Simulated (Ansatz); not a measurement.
The starting structures come from a database of crystals and need not be the phases stable at ambient conditions.

The decay constant κ of evanescent states in the gap governs leakage through a thin film.

```xyz
4
Lattice="3.8635 0.0000 0.0000 0.0000 6.3414 0.0000 1.9317 0.0000 3.3459" Properties=species:S:1:pos:R:3 pbc="T T T"
Al     1.9317     6.3410     1.1153
Al     3.8635     3.1703     2.2306
P      1.9317     3.9638     1.1153
P      3.8635     0.7931     2.2306
```

Space group of this cell: P6_3mc, wurtzite. The cell is taken as given; by LDA its mean pressure is -1.9 GPa.

Transport runs along the normal of the first two printed cell vectors, the (100) plane of the conventional cell.

The gap is the functional's own. No spin-orbit coupling. Mid-gap values are interpolated on the energy grid.

Give the band gap and the smallest decay constant κ at mid-gap that LDA in Ansatz (a program for electronic structure) yields.

Gap 1.80 eV on a 10×6×10 mesh; κ = 0.170 1/Å, at the zone centre.
